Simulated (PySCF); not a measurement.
PySCF 2.14.0, R2SCAN/def2-svp, df: tetrachloroaluminate ([Cl][Al-]([Cl])([Cl])[Cl]), charge -1, multiplicity 1, 5 atoms. The geometry is a generated start, not checked to be a minimum at this level.

```
Item                           Value
-------------------  ---------------
task                          energy
method                        r2scan
basis                       def2-svp
two-electron scheme  density fitting
mol.max_memory               3000 MB
mf.max_cycle                     100
mf.conv_tol          1e-09 (default)
mf.grids.level           3 (default)
basis functions                   90
grid points                    94704
```

```xyz
5

Cl    -1.6442    -0.4299    -1.2663
Al    -0.0032    -0.0035    -0.0047
Cl    -0.0545     2.0347     0.5588
Cl     1.8091    -0.3982    -1.0224
Cl    -0.1072    -1.2031     1.7347
```

Charge -1 and multiplicity 1 are set for this test and not shown to be the ground state.

With the defaults (mf.diis = true, mf.diis_damp = 0, newton = off, mf.level_shift = 0, mf.diis_space = 8, mf.damp = 0, mf.diis_start_cycle = 1, mf.DIIS = CDIIS, mf.init_guess = minao) it converges in 9 Fock builds. One run each on 2 threads, 1 BLAS thread, with these changes:
- mf.DIIS = EDIIS
- mf.damp = 0.3, mf.diis_start_cycle = 4
- mf.diis_space = 12
- mf.diis_space = 3
- mf.level_shift = 0.1 Hartree
- mf.diis = false
- mf.diis_damp = 0.3
- mf.init_guess = atom
- newton = Hessian by the SCF's own integrals

Task: Name the settings that don't reach the solution of the defaults.

Result: No convergence: mf.diis = false (the run ends without SCF convergence in 100 cycles). The rest reach the solution of the defaults.

```tsv
setting	Fock builds	end
the defaults	9	same solution
mf.diis_space = 12	9	same solution
mf.init_guess = atom	9	same solution
mf.diis_damp = 0.3	10	same solution
mf.level_shift = 0.1 Hartree	10	same solution
mf.diis_space = 3	10	same solution
mf.damp = 0.3, mf.diis_start_cycle = 4	11	same solution
newton = Hessian by the SCF's own integrals	21	same solution
mf.DIIS = EDIIS	67	same solution
mf.diis = false	101	no convergence
```

Under newton the count holds the products with the orbital Hessian.
